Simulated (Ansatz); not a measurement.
Ansatz (a program for electronic structure) run on CoSi (R3, 8 atoms in the cell): self-consistent single point.

Method of the run: LDA (PW92), default PAW files made with PBE (plane waves; Ansatz).

```xyz
8
Lattice="4.4267 0.0000 0.0000 0.0000 4.4267 0.0000 0.0000 0.0000 4.4267" Properties=species:S:1:pos:R:3 pbc="T T T"
Co     3.7892     2.8508     1.5759
Co     1.5759     3.7892     2.8508
Co     0.6663     0.6663     0.6663
Co     2.8508     1.5759     3.7892
Si     0.6950     1.5184     2.9083
Si     2.9083     0.6950     1.5184
Si     3.7317     3.7317     3.7317
Si     1.5184     2.9083     0.6950
```

Reference input (self-consistent single point, DFT, LDA (PW92), plane waves, default PAW files made with PBE): basis.ecutwfc = 420 eV; kpoints.mp_grid.grid = 8 8 8; hamiltonian.xc = lda; hamiltonian.pseudopotentials = {kind: paw} (the program's default PAW files); scf.occupations.method = gaussian; scf.occupations.width = 0.1 eV. This run's input differs from it in these lines:

Ansatz 0.2 input:
```diff
@@ -17,3 +17,3 @@
 kpoints:
-  mp_grid: { grid: [8, 8, 8] }
+  mp_grid: { grid: [13, 13, 13] }
 hamiltonian:
@@ -22,3 +22,3 @@
 scf:
-  occupations: { method: gaussian, width: 0.1 }
+  occupations: { method: gaussian, width: 1.0 }
 output:
```

Output, abridged:

```
SCF iter   1: F=—  HF=-22692.492846 eV  |F-HF|=—  |Δ(HF+E_count)|=         —  Δρ=1.33e-2  dr2=6.82e-2  ethr=1.77e-3  ⟨swp⟩=5.8  Hψ=76370  notcnv=0
all-band conjugate gradients solve this SCF's bands
preconditioner: auto → Kerker (q_TF=auto, 2.714 Å⁻¹)
SCF iter   2: F=—  HF=-22692.481163 eV  |F-HF|=—  |Δ(HF+E_count)|=   1.17e-2  Δρ=5.37e-3  dr2=1.24e-2  ethr=8.12e-5  ⟨swp⟩=1.9  Hψ=32714  notcnv=0
SCF iter   3: F=—  HF=-22692.479022 eV  |F-HF|=—  |Δ(HF+E_count)|=   2.14e-3  Δρ=1.13e-3  dr2=8.17e-4  ethr=1.47e-5  ⟨swp⟩=1.0  Hψ=20382  notcnv=0
SCF iter   4: F=—  HF=-22692.478782 eV  |F-HF|=—  |Δ(HF+E_count)|=   2.40e-4  Δρ=2.30e-4  dr2=4.07e-5  ethr=9.73e-7  ⟨swp⟩=2.8  Hψ=29800  notcnv=0
SCF iter   5: F=—  HF=-22692.478784 eV  |F-HF|=—  |Δ(HF+E_count)|=   1.91e-6  Δρ=3.07e-5  dr2=6.48e-7  ethr=4.84e-8  ⟨swp⟩=2.6  Hψ=29223  notcnv=0
SCF iter   6: F=—  HF=-22692.478784 eV  |F-HF|=—  |Δ(HF+E_count)|=   1.64e-7  Δρ=2.89e-5  dr2=4.96e-7  ethr=1.19e-10  ⟨swp⟩=8.1  Hψ=95102  notcnv=0
SCF iter   7: F=-22692.478784 eV  HF=-22692.478784 eV  |F-HF|=6.53e-9  |Δ(HF+E_count)|=   6.20e-8  Δρ=4.99e-6  dr2=1.11e-8  ethr=1.19e-10  ⟨swp⟩=3.0  Hψ=73796  notcnv=0
SCF 1 converged in 7 iterations: F = -22692.478784 eV  dr2 = 1.11e-8
Free energy (F): -22692.478784 eV
Internal energy: -22690.504963 eV  (E = F + TS)
E sigma→0 (E₀):  -22691.491874 eV
Entropy (-TS):   -1.973821 eV (-246.728 meV/atom)
Fermi energy:    16.700114 eV
--- Forces (eV/Å), atoms counted from 1 ---
  atom   1  Co     0.03958204     0.03886347     0.02311385
  atom   2  Co     0.02311385     0.03958204     0.03886347
  atom   3  Co    -0.32137462    -0.32137462    -0.32137462
  atom   4  Co     0.03886347     0.02311385     0.03958204
  atom   5  Si     0.00590458     0.01825316     0.08129097
  atom   6  Si     0.08129097     0.00590458     0.01825316
  atom   7  Si     0.11436935     0.11436935     0.11436935
  atom   8  Si     0.01825316     0.08129097     0.00590458
--- Stress (GPa, compression-positive) ---
       -8.825444      -0.029965      -0.029966
       -0.029966      -8.825444      -0.029965
       -0.029965      -0.029966      -8.825444
  P = ⅓ Tr σ = -8.8254 GPa (-88.254 kbar)
  The stress holds the Pulay correction. Without it, at fixed plane waves, as pw.x and ABINIT print it: P = -8.9859 GPa
```

The run converged in 7 iterations. Against the reference run the free energy drops by 105 meV/atom, the pressure goes from -11.98 to -8.83 GPa and the largest force goes from 0.518 to 0.557 eV/Å.

The starting cell has typed, rounded lattice constants, without a prior relaxation at this level. Its lattice was rescaled by up to half a per cent. One atom was moved a little off its site on purpose. Spin polarisation is off. With a pressure of about -9 GPa the cell is away from its equilibrium volume at this level. Ansatz's pressure includes its estimate of the finite-basis (Pulay) stress.

Cost on one core of a shared machine: roughly 3 min.
